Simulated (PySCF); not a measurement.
PySCF 2.14.0, unrestricted R2SCAN/def2-svp, df: Ti(O)2 anion ([O]=[Ti]=[O]), charge -1, multiplicity 2, 3 atoms. The geometry is a generated start, not checked to be a minimum at this level.

```json
{
  "task": "energy",
  "method": "r2scan",
  "basis": "def2-svp",
  "two_electron_scheme": "density fitting",
  "mol.max_memory": "3000 MB",
  "mf.max_cycle": "100",
  "mf.conv_tol": "1e-09 (default)",
  "mf.grids.level": "3 (default)",
  "basis_functions": "59",
  "grid_points": "49072"
}
```

```xyz
3

Ti     0.3568    -0.3079     0.3638
O      0.8649     0.3539    -1.0368
O     -1.2217    -0.0460     0.6730
```

Charge -1 and multiplicity 2 are set for this test and not shown to be the ground state.

With the defaults (mf.DIIS = CDIIS, mf.diis = true, mf.damp = 0, mf.diis_start_cycle = 1, mf.init_guess = minao, mf.diis_space = 8, mf.level_shift = 0) it converges in 16 Fock builds. One run each on 2 threads, 1 BLAS thread, with these changes:
- mf.DIIS = EDIIS
- mf.diis_space = 5
- mf.diis = false
- mf.init_guess = mod_huckel
- mf.level_shift = 0.1 Hartree
- mf.init_guess = atom
- mf.diis = false, mf.damp = 0.7, mf.diis_start_cycle = 999
- mf.diis_space = 3
- mf.DIIS = ADIIS

Question: Name the settings that don't reach the solution of the defaults.

Answer: No convergence: mf.DIIS = EDIIS; mf.diis = false; mf.diis = false, mf.damp = 0.7, mf.diis_start_cycle = 999 (the run ends without SCF convergence in 100 cycles). The rest reach the solution of the defaults.

```csv
setting,Fock builds,end
the defaults,16,same solution
mf.init_guess = atom,17,same solution
mf.diis_space = 5,21,same solution
mf.level_shift = 0.1 Hartree,22,same solution
mf.init_guess = mod_huckel,24,same solution
mf.DIIS = ADIIS,28,same solution
mf.diis_space = 3,54,same solution
mf.DIIS = EDIIS,101,no convergence
mf.diis = false,101,no convergence
"mf.diis = false, mf.damp = 0.7, mf.diis_start_cycle = 999",101,no convergence
```
